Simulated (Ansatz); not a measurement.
## MgO, pressure series

Consider MgO (space group R-3m, No. 166; a cell from a computed database, its experimental status unchecked).

```xyz
16
Lattice="1.4839 0.8567 19.7920 -1.4839 0.8567 19.7920 0.0000 -1.7135 19.7920" Properties=species:S:1:pos:R:3 pbc="T T T"
Mg     0.0000     0.0000    22.3035
Mg     0.0000     0.0000    37.0725
Mg     0.0000     0.0000    47.0435
Mg     0.0000     0.0000    12.3325
Mg     0.0000     0.0000    54.3528
Mg     0.0000     0.0000     5.0232
Mg     0.0000     0.0000    29.6880
Mg     0.0000     0.0000     0.0000
O      0.0000     0.0000     8.6778
O      0.0000     0.0000    50.6983
O      0.0000     0.0000    26.0335
O      0.0000     0.0000    33.3426
O      0.0000     0.0000    18.5772
O      0.0000     0.0000    40.7988
O      0.0000     0.0000    15.9836
O      0.0000     0.0000    43.3924
```

Cell and atoms are relaxed at each pressure.

The values are results of PBEsol/PAW in Ansatz (a quantum-chemistry and plane-wave program), no spin-orbit coupling, not measurements.

```json
[
 {"variant": "base", "band gap": "4.01 eV", "lattice parameter a": "2.968 Å", "electron mass": "0.56 mₑ along c, 0.34 mₑ across (at Γ)"},
 {"variant": "pressure −2 GPa", "band gap": "3.90 eV", "lattice parameter a": "2.981 Å", "electron mass": "–"},
 {"variant": "pressure −1 GPa", "band gap": "3.96 eV", "lattice parameter a": "2.974 Å", "electron mass": "0.55 mₑ along c, 0.33 mₑ across (at Γ)"},
 {"variant": "pressure 0.3 GPa", "band gap": "4.03 eV", "lattice parameter a": "2.966 Å", "electron mass": "0.57 mₑ along c, 0.34 mₑ across (at Γ)"},
 {"variant": "pressure 0.7 GPa", "band gap": "4.05 eV", "lattice parameter a": "2.963 Å", "electron mass": "0.57 mₑ along c, 0.34 mₑ across (at Γ)"},
 {"variant": "pressure 1.5 GPa", "band gap": "4.09 eV", "lattice parameter a": "2.958 Å", "electron mass": "0.58 mₑ along c, 0.34 mₑ across (at Γ)"},
 {"variant": "pressure 3 GPa", "band gap": "4.17 eV", "lattice parameter a": "2.949 Å", "electron mass": "0.60 mₑ along c, 0.34 mₑ across (at Γ)"},
 {"variant": "pressure 5 GPa", "band gap": "4.27 eV", "lattice parameter a": "2.937 Å", "electron mass": "0.62 mₑ along c, 0.35 mₑ across (at Γ)"},
 {"variant": "pressure 7.5 GPa", "band gap": "4.39 eV", "lattice parameter a": "2.923 Å", "electron mass": "0.65 mₑ along c, 0.35 mₑ across (at Γ)"}
]
```

Load acts through the strain it causes; cell and atoms are relaxed under it. Effective masses come from finite differences of ±0.01 Å⁻¹. No phonon test of stability was made. Competing high-pressure phases were not computed. This is not the structure that MgO has at room temperature and ambient pressure.
